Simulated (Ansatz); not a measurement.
Input:

```yaml
crystal:
  lattice:
    - [0.00000, 2.62438, 2.74243]
    - [2.62438, 0.00000, 2.74243]
    - [2.62438, 2.62438, 0.00000]
  atoms:
    - { symbol: Zn, position: [0.00000, 0.00000, 0.00000] }
    - { symbol: S, position: [0.25000, 0.25000, 0.25000] }
```

The numbers are results of PBEsol with spin-orbit coupling, rigid bands (plane waves, PAW; Ansatz, a quantum-chemistry and plane-wave program), not measurements. Condition of this run: biaxial stress xx = yy = 2 GPa (compression positive) (the target of the relaxation). Geometry: cell and atoms relaxed with PBEsol, then loaded as said.

Question: Predict the electron conductivity mass (n e² τ/σ) at 300 K, by direction if it differs.

Answer: 0.182 mₑ.

Question: Predict the hole conductivity mass (n e² τ/σ) at 300 K, by direction if it differs.

Answer: 0.62 (x), 0.62 (y), 0.77 (z) mₑ.

Question: And the band gap?

Answer: 2.08 eV at this level; semilocal functionals usually fall short of the measured gap.

Rigid bands, one relaxation time for all states, no polarons.
